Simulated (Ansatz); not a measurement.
The parent structure is Mo in the bcc (W type) structure (space group Im-3m, No. 229).

```xyz
1
Lattice="-1.5648 1.5648 1.5648 1.5648 -1.5648 1.5648 1.5648 1.5648 -1.5648" Properties=species:S:1:pos:R:3 pbc="T T T"
Mo     0.0000     0.0000     0.0000
```

The values are results of Ansatz (a quantum-chemistry and plane-wave program) PBEsol, no SOC, not measurements.

Before the change:

```
Quantity            Value
---------------  --------
Volume per atom  15.33 Å³
Band gap             zero
```

The change: every Mo is replaced by W; the structure is relaxed again.

Tabulated Pauling electronegativity and covalent radius: Mo 2.16, 1.54 Å; W 2.36, 1.62 Å.

Q: Predict the new volume per atom.

A: The volume per atom rises by 0.366 Å³, from 15.33 Å³ to 15.69 Å³.

Q: Predict the new band gap.

A: The band gap is still zero.

Whether these cells are dynamically stable was not tested. All final runs are without spin polarisation.
